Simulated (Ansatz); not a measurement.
Computed with PBE (plane waves to 420 eV, PAW; Ansatz, a first-principles code).

Electrostatic potential energy of an electron, averaged over planes parallel to the surface, in eV from the Fermi level, for a constructed model of the (111) surface of fcc Rh, (√3x√3)R30° surface alloy, Ti on one Rh site of the top plane (bottom of the slab: a bare face, its two planes held):

| z (Å) | V (eV) |
|---|---|
| 3.72 | 5.16 |
| 4.01 | 5.16 |
| 4.30 | 5.15 |
| 4.58 | 5.15 |
| 4.87 | 5.15 |
| 5.16 | 5.14 |
| 5.44 | 5.11 |
| 5.73 | 5.07 |
| 6.02 | 4.97 |
| 6.30 | 4.76 |
| 6.59 | 4.31 |
| 6.88 | 3.35 |
| 7.16 | 1.23 |
| 7.45 | -4.64 |
| 7.73 | -15.24 |
| 8.02 | -23.82 |
| 8.31 | -25.02 |
| 8.59 | -18.19 |
| 8.88 | -7.57 |
| 9.17 | -0.94 |
| 9.45 | -1.10 |
| 9.74 | -7.95 |
| 10.03 | -18.61 |
| 10.31 | -25.31 |
| 10.60 | -24.13 |
| 10.89 | -15.70 |
| 11.17 | -5.40 |
| 11.46 | -0.82 |
| 11.74 | -2.85 |
| 12.03 | -11.73 |
| 12.32 | -21.71 |
| 12.60 | -25.84 |
| 12.89 | -21.78 |
| 13.18 | -11.81 |
| 13.46 | -2.80 |
| 13.75 | -0.51 |
| 14.04 | -4.43 |
| 14.32 | -14.46 |
| 14.61 | -23.45 |
| 14.90 | -25.51 |
| 15.18 | -19.46 |
| 15.47 | -8.90 |
| 15.76 | -1.39 |
| 16.04 | -0.49 |
| 16.33 | -5.68 |
| 16.61 | -16.15 |
| 16.90 | -24.34 |
| 17.19 | -25.10 |
| 17.47 | -18.05 |
| 17.76 | -7.53 |
| 18.05 | -1.49 |
| 18.33 | -2.58 |
| 18.62 | -9.86 |
| 18.91 | -18.26 |
| 19.19 | -22.10 |
| 19.48 | -19.47 |
| 19.77 | -11.54 |
| 20.05 | -3.02 |
| 20.34 | 1.24 |
| 20.62 | 3.02 |
| 20.91 | 3.90 |
| 21.20 | 4.34 |
| 21.48 | 4.56 |
| 21.77 | 4.67 |
| 22.06 | 4.73 |
| 22.34 | 4.75 |
| 22.63 | 4.77 |
| 22.92 | 4.77 |
| 23.20 | 4.78 |
| 23.49 | 4.78 |

Slab: 18 atoms, 11.1 Å thick at the start with caps and adatoms (thin: gaps and levels are the slab's own); k 9x9x1, smearing 0.1 eV, dipole-corrected; 6 atoms held, the rest relaxed; symmetry of the start imposed; no spin, no spin-orbit, no U. It is one candidate, not shown to be the stable structure of the face.

Task: The surface cell has an area of 19.06 Å². What dipole along the normal does the step between the two vacuum levels imply?

Result: the top vacuum level lies 0.37 eV below the bottom one; p = −ε₀ A ΔV (ε₀ = 0.005526 e/(V·Å)) gives 0.04 e·Å a cell.
